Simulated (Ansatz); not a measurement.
An Ansatz (a program for electronic structure) input (DFT with r2SCAN, PAW potentials and a 500 eV plane-wave cutoff in Ansatz, no SOC):

Ansatz 0.2 input:
```yaml
crystal:
  lattice:
    - [0, 3.7889740372, 3.7889740372]
    - [3.7889740372, 0, 3.7889740372]
    - [3.7889740372, 3.7889740372, 0]
  atoms:
    - { symbol: Cs, position: [0, 0, 0] }
basis: { ecutwfc: 500, ecutrho_ratio: 4, xc_grid: 4, fft_grid_basis: typed }
kpoints: { mp_grid: { grid: [11, 11, 11] } }
hamiltonian:
  xc: r2scan
  dispersion: none
  pseudopotentials: { kind: paw }
scf: { occupations: { method: fermi_dirac, width: 0.05 }, convergence: { dr2_threshold: 0.0000000001 } }
output: { forces: true, stress: true }
checkpoint: { write: state.ck, write_every: 1000 }
```

Task: Which symmetry and how many k-points will the program report, and about how many plane waves at Γ?

Result: Space group Fm-3m (ITA 225) with 48 operations, k-points 56 of 1331, and 2733 plane waves at Γ.

Task: And the final pressure?

Result: 0.29 GPa (compression positive).

Single points use the geometry relaxed with PBEsol. Whether these cells are dynamically stable was not tested. The cell was made from Ca by this change: Ca → Cs; the result is a model cell. This is not the structure that Cs has at room temperature and ambient pressure.
